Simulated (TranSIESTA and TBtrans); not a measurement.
**Pb chain with one bond stretched by 2.5 Å**

System: Pb chain with one bond stretched by 2.5 Å. Leads: straight Pb chain, spacing 2.85 Å. Geometry: as built, not relaxed.

TranSIESTA and TBtrans, PBE, DZP numerical orbitals (energy shift 0.15 eV), PseudoDojo norm-conserving scalar-relativistic potentials, mesh cutoff 200 Ry, 300 K, no spin polarisation, no spin-orbit coupling; self-consistent non-equilibrium Green functions.

| Property | Result |
|---|---|
| Conductance at 300 K (G0 = 2e²/h) | 0.087 |
| Thermopower (μV/K) | -3.2 |
| Mean T from −0.5 to 0.5 eV | 0.080 |

Energies count from the leads' Fermi level. Transmissions are for one spin of a degenerate pair. The energy step is 0.01 eV; narrower resonances are cut or missed.

| E (eV) | T | lead channels |
|---|---|---|
| -2.00 | 0.011 | 1 |
| -1.90 | 0.013 | 1 |
| -1.80 | 0.015 | 1 |
| -1.70 | 0.017 | 1 |
| -1.60 | 0.019 | 1 |
| -1.50 | 0.022 | 1 |
| -1.40 | 0.024 | 1 |
| -1.30 | 0.027 | 1 |
| -1.20 | 0.029 | 1 |
| -1.10 | 0.032 | 1 |
| -1.00 | 0.034 | 1 |
| -0.90 | 0.037 | 1 |
| -0.80 | 0.040 | 1 |
| -0.70 | 0.043 | 3 |
| -0.60 | 0.047 | 3 |
| -0.50 | 0.052 | 3 |
| -0.40 | 0.058 | 3 |
| -0.30 | 0.065 | 3 |
| -0.20 | 0.074 | 3 |
| -0.10 | 0.082 | 3 |
| 0.00 | 0.088 | 3 |
| 0.10 | 0.090 | 3 |
| 0.20 | 0.091 | 3 |
| 0.30 | 0.091 | 3 |
| 0.40 | 0.092 | 3 |
| 0.50 | 0.093 | 3 |
| 0.60 | 0.095 | 3 |
| 0.70 | 0.098 | 3 |
| 0.80 | 0.10 | 3 |
| 0.90 | 0.10 | 3 |
| 1.00 | 0.11 | 3 |
| 1.10 | 0.11 | 3 |
| 1.20 | 0.11 | 3 |
| 1.30 | 0.12 | 3 |
| 1.40 | 0.12 | 3 |
| 1.50 | 0.13 | 3 |
| 1.60 | 0.13 | 3 |
| 1.70 | 0.13 | 3 |
| 1.80 | 0.14 | 3 |
| 1.90 | 0.14 | 3 |
| 2.00 | 0.15 | 3 |

The straight chain is held at its spacing; free chains may zigzag or dimerise. No spin-polarised start was tried, so a magnetic state, if there is one, is missed. Spin-orbit coupling, left out here, matters for the heavy atoms.
